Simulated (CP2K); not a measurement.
Band structure of NiTeSe (P3m1, 3 atoms in the cell).

```
NiTeSe
1.0
    3.67925     0.00000     0.00000
   -1.83963     3.18632     0.00000
    0.00000     0.00000     5.10108
Ni Te Se
1 1 1
Direct
  0.00000   0.00000   0.01287
  0.66667   0.33333   0.74931
  0.33333   0.66667   0.23782
```

Level of theory: PBEsol, GPW, DZVP-MOLOPT-PBE-GTH basis, GTH-PBE potentials (POTENTIAL_UZH) (CP2K).

Settings: CUTOFF = 600 Ry; REL_CUTOFF = 50 Ry; SMEAR/METHOD = FERMI_DIRAC; ELECTRONIC_TEMPERATURE = 1160.45 K; KPOINTS/SCHEME = MONKHORST-PACK 7 7 5; XC_FUNCTIONAL = PBE:PBESOL; Ni/BASIS_SET = DZVP-MOLOPT-PBE-GTH-q18; Ni/POTENTIAL = GTH-PBE-q18; Te/BASIS_SET = DZVP-MOLOPT-PBE-GTH-q6; Te/POTENTIAL = GTH-PBE-q6; Se/BASIS_SET = DZVP-MOLOPT-PBE-GTH-q6; Se/POTENTIAL = GTH-PBE-q6; METHOD = GPW; EPS_DEFAULT = 1e-10.

The starting cell comes from a database of computed structures (which also holds hypothetical and non-ambient phases and stackings), without a prior relaxation at this level. Its lattice was rescaled by a random factor within 2.5 % of one. Spin-orbit coupling is off. Spin polarisation is off, so a magnetic state, if there is one, cannot be reached. Values carry the incompleteness of an atom-centred basis. The potentials were made for another functional than the one used.

Levels in eV from the Fermi level, bands 12 to 17:
| point | 12 | 13 | 14 | 15 | 16 | 17 |
|---|---|---|---|---|---|---|
| Γ | -1.71 | 0.01 | 0.01 | 1.32 | 1.32 | 1.93 |
| M | -3.04 | -2.07 | -2.02 | -1.83 | 0.18 | 2.07 |
| K | -2.54 | -2.01 | -1.53 | -1.46 | -0.57 | -0.08 |
| A | -2.20 | -0.82 | -0.36 | -0.36 | 1.91 | 1.91 |
| L | -2.15 | -2.05 | -1.98 | -0.62 | 0.69 | 1.18 |
| H | -2.75 | -2.12 | -1.81 | -1.73 | 1.64 | 2.36 |

Bands cross the Fermi level along this path, so the cell is metallic at this level.

Higher empty bands are left out: an atom-centred basis made for the valence describes them poorly.
